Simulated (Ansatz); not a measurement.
Start from GaAs in the zinc blende structure (space group F-43m, No. 216; a = 5.6667 Å).

The other end (x = 1) is InAs in the zinc blende structure (space group F-43m, No. 216): 28.50 Å³/atom, gap 0.08 eV.

Calculations: plane-wave PAW DFT at the r2SCAN level (Ansatz, a quantum-chemistry and plane-wave program, 500 eV), scalar-relativistic without spin-orbit coupling.

In replaces a fraction x of Ga; each row is one arrangement (x, atoms in the cell, starting space group or random), fully relaxed.

One change was made to it. Results:

| quantity | base | after |
|---|---|---|
| mean first-shell distances | – | Ga–As 2.484 Å (end compound 2.454 Å), In–As 2.620 Å (end compound 2.645 Å) |
| volume per atom | 22.75 Å³ | 25.53 Å³ |
| mixing energy (to 0.01 eV only: unlike meshes or grids) | – | +0.02 eV/atom |
| band gap | 0.96 eV | 0.30 eV |

### Question
Name the change that was made.
A. x(In) = 0.75, 8 atoms, P-43m
B. x(In) = 0.5, 8 atoms, Pmn2_1
C. x(In) = 0.5, 4 atoms, P-4m2

### Answer
C, x(In) = 0.5, 4 atoms, P-4m2. For comparison, the mean first-shell distances in the other runs: x(In) = 0.75, 8 atoms, P-43m gives Ga–As 2.489 Å (end compound 2.454 Å), In–As 2.635 Å (end compound 2.645 Å); x(In) = 0.5, 8 atoms, Pmn2_1 gives Ga–As 2.476 Å (end compound 2.454 Å), In–As 2.627 Å (end compound 2.645 Å).

These are small ordered cells, not random alloys; other orderings at the same x differ. Whether these cells are dynamically stable was not tested. The zero or small gap of InGaAs2, InAs and In3GaAs4 can change with the level of theory.
